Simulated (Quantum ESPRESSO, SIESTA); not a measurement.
A SIESTA input for a self-consistent single point of OsRu3 (P1, 8 atoms in the cell) (DFT, GGA PBEsol, numerical atomic orbitals DZP, PseudoDojo PBEsol standard norm-conserving potentials (rewritten from UPF to PSML)):

```
# files in the folder: Ru.psml Os.psml (PseudoDojo PBEsol standard)
SystemName  OsRu3
SystemLabel siesta

NumberOfAtoms                8
NumberOfSpecies              2
%block ChemicalSpeciesLabel
  1 44 Ru
  2 76 Os
%endblock ChemicalSpeciesLabel
LatticeConstant              1.0 Ang
%block LatticeVectors
     5.430420000    0.000000000    0.000000000
    -2.715210000    4.702882000    0.000000000
     0.000000000    0.000000000    4.290980000
%endblock LatticeVectors
AtomicCoordinatesFormat      Fractional
%block AtomicCoordinatesAndAtomicSpecies
     0.794565000    0.156912000    0.753324000  1
     0.184865000    0.848536000    0.255959000  1
     0.656900000    0.818803000    0.259349000  1
     0.348142000    0.170042000    0.754495000  1
     0.835543000    0.660141000    0.748400000  1
     0.179532000    0.348791000    0.252953000  1
     0.661484000    0.332564000    0.240296000  2
     0.338968000    0.664212000    0.735224000  2
%endblock AtomicCoordinatesAndAtomicSpecies

XC.functional                GGA
XC.authors                   PBEsol
PAO.BasisSize                DZP
PAO.EnergyShift              0.005 Ry
MeshCutoff                   400 Ry
%block kgrid.MonkhorstPack
    4   0   0  0.0
    0   4   0  0.0
    0   0   5  0.0
%endblock kgrid.MonkhorstPack
OccupationFunction           FD
ElectronicTemperature        1578.21 K

MaxSCFIterations             150
SCF.Mixer.Method             Pulay
SCF.Mixer.Weight             0.25
SCF.Mixer.History            8
SCF.DM.Tolerance             1.0E-04
Diag.ParallelOverK           true
WriteForces                  true
```

Give the Quantum ESPRESSO input for the same structure, mesh, smearing and functional.

This is the input that was run; spellings and numerical settings could be chosen otherwise.

```fortran
&CONTROL
  calculation = 'scf',
  prefix = 'pwscf',
  outdir = './work',
  pseudo_dir = './',
  verbosity = 'high',
  tprnfor = .true.,
  tstress = .true.,
/
&SYSTEM
  ibrav = 0,
  nat = 8,
  ntyp = 2,
  ecutwfc = 40,
  ecutrho = 320,
  occupations = 'smearing',
  smearing = 'fd',
  degauss = 0.0099958,
/
&ELECTRONS
  conv_thr = 1.0e-11,
/
ATOMIC_SPECIES
Ru   101.0700  ru_pbesol_v1.2.uspp.F.UPF
Os   190.2300  os_pbesol_v1.2.uspp.F.UPF
ATOMIC_POSITIONS {crystal}
Ru    0.7945650000    0.1569120000    0.7533240000
Ru    0.1848650000    0.8485360000    0.2559590000
Ru    0.6569000000    0.8188030000    0.2593490000
Ru    0.3481420000    0.1700420000    0.7544950000
Ru    0.8355430000    0.6601410000    0.7484000000
Ru    0.1795320000    0.3487910000    0.2529530000
Os    0.6614840000    0.3325640000    0.2402960000
Os    0.3389680000    0.6642120000    0.7352240000
K_POINTS {automatic}
4 4 5  0 0 0
CELL_PARAMETERS {angstrom}
   5.4304200000     0.0000000000     0.0000000000
  -2.7152100000     4.7028820000     0.0000000000
   0.0000000000     0.0000000000     4.2909800000
```

Basis, cutoffs, solver keys and any potentials are the target program's own. This input uses DFT, PBEsol, plane waves, GBRV 1.5 ultrasoft (PBESOL) pseudopotentials.

The starting cell comes from a database of computed structures (which also holds hypothetical and non-ambient phases and stackings), without a prior relaxation at this level. For this run, on top of that: atoms moved at random.
